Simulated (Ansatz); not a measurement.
**BaTiO3 (space group P4mm, No. 99)**

```cif
data_BaO3Ti
_chemical_formula_sum 'Ti1 Ba1 O3'
_space_group_name_H-M_alt 'P4mm'
_space_group_IT_number 99
_space_group_name_Hall 'P 4 -2'
_cell_length_a 3.97275
_cell_length_b 3.97275
_cell_length_c 4.11229
_cell_angle_alpha 90.000
_cell_angle_beta 90.000
_cell_angle_gamma 90.000
loop_
_atom_site_label
_atom_site_type_symbol
_atom_site_symmetry_multiplicity
_atom_site_Wyckoff_symbol
_atom_site_fract_x
_atom_site_fract_y
_atom_site_fract_z
_atom_site_occupancy
Ti1 Ti 1 b 0.50000 0.50000 0.45228 1
Ba1 Ba 1 a 0.00000 0.00000 0.93419 1
O1 O 1 b 0.50000 0.50000 0.89527 1
O2 O 2 c 0.00000 0.50000 0.41213 1
```

Calculations: r2SCAN/PAW in Ansatz (a first-principles code), scalar-relativistic without spin-orbit coupling, earlier PAW set. Γ-centred 8×8×8 mesh, Fermi–Dirac width 0.05 eV.

- Volume per atom = 12.98 Å³
- Density = 5.97 g/cm³
- Band gap = 2.23 eV, indirect, A → Γ
- Lowest conduction-band minima above the VBM = Γ 2.23 eV
- Total energy = -2036.793 eV/atom (σ→0; compares only within this code and set-up)

Whether these cells are dynamically stable was not tested. The final runs are not spin-polarised.
